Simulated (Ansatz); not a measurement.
# YN: isotropic strain +2.50 %

The reference is YN in the rock salt structure (space group Fm-3m, No. 225; a = 4.9058 Å).

It is then changed as follows: an isotropic linear strain of +2.50 %, atoms relaxed at fixed cell.

All numbers come from Kohn–Sham DFT with the PBE functional, run in Ansatz (a first-principles code) with PAW and 420 eV plane waves, spin-orbit coupling left out. k-mesh 12×12×12 (Γ-centred); smearing 0.05 eV (Fermi–Dirac).

- Volume per atom: 15.89 Å³ (base 14.76 Å³)
- Space group: Fm-3m (No. 225) (base Fm-3m (No. 225))
- Shortest interatomic distance: 2.514 Å (base 2.453 Å)
- Energy relative to the base (free energy F): +38 meV/atom
- Pressure: -100.9 kbar (base 0.0 kbar)
- Band gap: 0.32 eV (base 0.21 eV)
- Gap character: indirect, Γ → X (base indirect, Γ → X)
- Smallest direct gap: 0.77 eV (base 0.61 eV)
- Mean gap deformation potential ΔEg/Δln V: +1.5 eV
- Width of the top valence band: 2.03 eV (base 2.22 eV)
- Electron mass: 1.3 mₑ along k, 0.14 mₑ across (at X) (base 1.3 mₑ along k, 0.11 mₑ across (at X))
- Hole mass (degenerate bands, along [100]): 0.16, 1.0, 1.0 mₑ (at Γ) (base 0.17, 1.0, 1.0 mₑ (at Γ))

Effective masses come from finite differences of ±0.01 Å⁻¹. Along k means along the line from Γ to the band edge. No phonon test of stability was made. A zero or small gap of YN can be the functional's error rather than a property of the material.
